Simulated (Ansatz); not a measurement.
A periodic model of amorphous Ga$_{24}$O$_{37}$Mg:

```xyz
62
Lattice="9.4311 0.1600 0.2403 0.1600 9.0863 0.0178 0.2403 0.0178 8.9846" Properties=species:S:1:pos:R:3 pbc="T T T"
Ga     1.2188     1.8200     1.8537
Ga     5.0810     3.0455     5.3647
Ga     1.5652     2.2402     5.0114
Ga     9.5563     5.9328     4.5734
Ga     9.6127     9.0676     5.7988
Ga     2.4101     5.0891     2.1224
Ga     1.8182     6.2902     8.2861
Ga     9.0074     4.3515     7.2687
Ga     0.6404     0.3414     8.6185
Ga     7.8435     1.9372     3.7948
Ga     6.8764     4.8618     3.2371
Ga     2.8133     4.8164     5.5779
Ga     7.3638     1.3543     7.2397
Ga     0.9626     8.0459     2.3848
Ga     4.7672     7.3219     3.1864
Ga     5.9993     9.0120     5.0945
Ga     3.7611     8.9242     0.6752
Ga     6.3720     6.0019     6.0374
Ga     4.9270     5.5890     9.0791
Ga     6.9159     0.1434     1.6811
Ga     6.6204     7.7612     8.3138
Ga     3.1668     2.9488     0.1267
Ga     6.6450     3.1776     0.5975
Ga     8.4946     5.9906     1.2406
O      5.6761     1.4816     6.1503
O      3.0494     4.9595     8.8667
O      4.3403     8.2062     4.8108
O      9.0170     9.0259     7.5736
O      0.8582     2.0769     0.0536
O      4.9148     3.6449     0.1902
O      5.1366     8.7347     2.0209
O      2.5237     3.2236     1.9014
O      0.3116     7.6646     4.1507
O      7.8279     3.0654     7.9454
O      6.4857     5.8240     7.9340
O      1.1040     6.4077     1.4505
O      9.0651     0.1850     1.6396
O      1.1504     3.6866     6.1453
O      6.5768     0.5673     8.7558
O      8.3694     1.5171     5.6136
O      3.2833     3.0184     4.8496
O      9.5668     5.5435     8.5991
O      6.8997     4.8527     1.3849
O      0.3666     2.1500     3.4622
O      2.2372     0.1370     2.0962
O      2.1525     8.1642     8.3691
O      4.6919     7.5086     8.5779
O      3.7057     1.2875     8.5108
O      7.4006     7.4663     0.9622
O      7.2344     2.0509     1.9159
O      6.1244     6.3021     4.0876
O      1.9125     5.3243     3.9479
O      8.6865     5.3307     3.0551
O      6.7663     7.8753     6.3673
O      2.3068     6.3797     6.4544
O      8.2792     5.3800     5.8441
O      7.0324     0.2032     3.6747
O      6.5694     3.3343     4.2193
O      1.7294     0.5342     5.6790
O      4.0861     5.9663     2.0563
O      4.7772     4.7830     5.9938
Mg     3.1373     8.2485     6.4853
```

All values below come from PBE, scalar-relativistic without spin-orbit coupling (plane waves to 420 eV, PAW; Ansatz, a program for electronic structure).

A CHGNet melt-quench gave the starting glass, which DFT then relaxed. O atoms were pushed apart under 1.9 Å during the dynamics, to hinder bonds among them. The hot cell started wider than the set density and was brought back towards it in steps. It is the lowest in DFT energy of 2 quenches. It is a model cell: composition and starting density were chosen by hand, and all elements were melted together. No dispersion term was used. Its density started from a set value of 4.94 and ended at 4.94 g/cm³. Cooling (nominally 280 K/ps over its main leg) ran many orders faster than in experiment, which tends to leave more defects and strain. A cell of this size samples the disorder only roughly. The volume was held where the preparation left it and the shape relaxed, at a PBE pressure of 0.5 GPa. Stress components on the final sampling reach 0.6 GPa.

Cut-offs for bonds: Ga-Ga 2.68 Å, Ga-O 2.54 Å, Ga-Mg 2.94 Å, O-O 1.58 Å, O-Mg 2.48 Å, Mg-Mg 3.19 Å. Two cations that share two anions don't count as bonded, nor two that share one unless they lie closer than Ga-Ga 2.61 Å, Ga-Mg 2.86 Å, Mg-Mg 3.10 Å.

Problem. Give the coordination numbers, mean bond lengths and angles.

Solution. 
| Quantity | Value |
|---|---|
| Mean coordination of Ga by anions | 4.58 (11 with 4, 12 with 5, 1 with 6) |
| Mean coordination of O | 3.08 (1 with 2, 32 with 3, 4 with 4) |
| Mean coordination of Mg by anions | 4.00 (1 with 4) |
| Mean Ga-O bond | 1.942 Å (spread 0.114 Å, 110 counted) |
| Mean O-Mg bond | 2.063 Å (spread 0.041 Å, 4 counted) |
| Bond angle at Ga | mean 107.4°, spread 23.8° |
| Bond angle at O | mean 114.1°, spread 15.6° |
| Bond angle at Mg | mean 108.4°, spread 29.8° |

Problem. List the pairs of like atoms that count as bonded by the rules above.

Solution. There are none by these rules.
